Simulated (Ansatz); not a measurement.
Take CsPbBr3 in the cubic perovskite structure (space group Pm-3m, No. 221; a = 5.7702 Å) as the base. Axes: x, y, z lie along the cube axes.

Level of theory: LDA, PAW, 420 eV (Ansatz, an electronic-structure program; spin-orbit coupling left out).

Base values:

| Item | Result |
|---|---|
| Band gap | 1.17 eV |

Modification: compressive biaxial strain of 2.40 % in the plane normal to [001], as in epitaxy on a mismatched substrate; the out-of-plane cell vector and the atoms relax.

Q: What does the calculation give for the band gap after the change?

A: The band gap shrinks by 0.384 eV to 0.78 eV.

Q: Predict the new ratio −ε⊥/ε∥.

A: The ratio −ε⊥/ε∥ comes out as 0.24.

Spin-orbit coupling, missing from the scalar runs, can matter with Pb. Stability against distortions was not tested. Many cubic perovskites are stable only at high temperature; tilts and polar distortions were not tested. This is not the structure that CsPbBr3 has at room temperature and ambient pressure.
